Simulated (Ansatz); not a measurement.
Base system: ZnS in the wurtzite structure (space group P6_3mc, No. 186; a = 3.8453 Å, c = 6.3052 Å).

All numbers come from Kohn–Sham DFT with the PBE functional, run in Ansatz (a quantum-chemistry and plane-wave program) with PAW and 420 eV plane waves, no SOC.

Strains are applied to the cell and any free atomic positions relax.

One change was made to it. Results:

| quantity | base | after |
|---|---|---|
| gap character | direct at Γ | direct at Γ |
| band gap | 2.08 eV | 2.49 eV |
| electron mass | 0.16 mₑ along c, 0.18 mₑ across (at Γ) | 0.17 mₑ along c, 0.20 mₑ across (at Γ) |

Q: Which change produced these results?
A. isotropic strain −1.20 %
B. isotropic strain −3.00 %
C. isotropic strain −1.80 %
D. isotropic strain −0.60 %

A: B, isotropic strain −3.00 %. For comparison, the band gap in the other runs: isotropic strain −1.80 % gives 2.32 eV; isotropic strain −0.60 % gives 2.16 eV; isotropic strain −1.20 % gives 2.24 eV.

Effective masses come from finite differences of ±0.01 Å⁻¹. Stability against distortions was not tested.
